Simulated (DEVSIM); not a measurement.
# abrupt In0.53Ga0.47As n-p junction

Device: abrupt In0.53Ga0.47As n-p junction, at 300 K.

```
layer (left to right)        material  thickness (μm)  Nd (cm⁻³)  Na (cm⁻³)  τn (s)  τp (s)
---------------------  --------------  --------------  ---------  ---------  ------  ------
1                      In0.53Ga0.47As            1.60     2.4e16          -  2.2e-9  2.2e-9
2                      In0.53Ga0.47As            1.20          -     2.4e17  2.2e-9  2.2e-9
```

Left contact: ohmic. Right contact: ohmic. Voltage is applied to the left contact. Recombination: SRH at mid-gap, radiative. Mobility is constant in doping.

Constants are typed, rounded textbook-type inputs, not results; the design itself was drawn at random and stands for no fabricated device. Values at 300 K.

```csv
parameter,In0.53Ga0.47As
gap (eV),0.74
affinity (eV),4.51
permittivity,13.9
Nc (cm⁻³),2.1e17
Nv (cm⁻³),7.7e18
μn (cm²/Vs),12000
μp (cm²/Vs),300
B (cm³/s),9.6e-11
```

DEVSIM, 1D drift-diffusion, Boltzmann statistics, complete ionisation; no tunnelling, impact ionisation, image-force lowering or self-heating.

```yaml
potential_step_across_the_device_at_zero_bias: 0.594 V
largest_field_in_the_device_at_zero_bias: 56000 V/cm
Dark forward voltage at 1 A/cm²: 0.347 V
Dark forward voltage at 100 A/cm²: 0.469 V
```

Small-signal capacitance in reverse bias (quasi-static):

```csv
V (V),C (nF/cm²)
0.04,60.9
0.1,58.0
0.2,53.9
0.3,50.6
0.4,47.8
0.6,43.4
0.8,40.0
1,37.4
1.3,34.2
```

Dark reverse current:

```csv
V (V),J (A/cm²)
0.04,4.7e-5
0.10,9.2e-5
0.20,0.00015
0.30,0.00020
0.40,0.00024
0.60,0.00033
0.80,0.00040
1.00,0.00047
1.30,0.00056
```
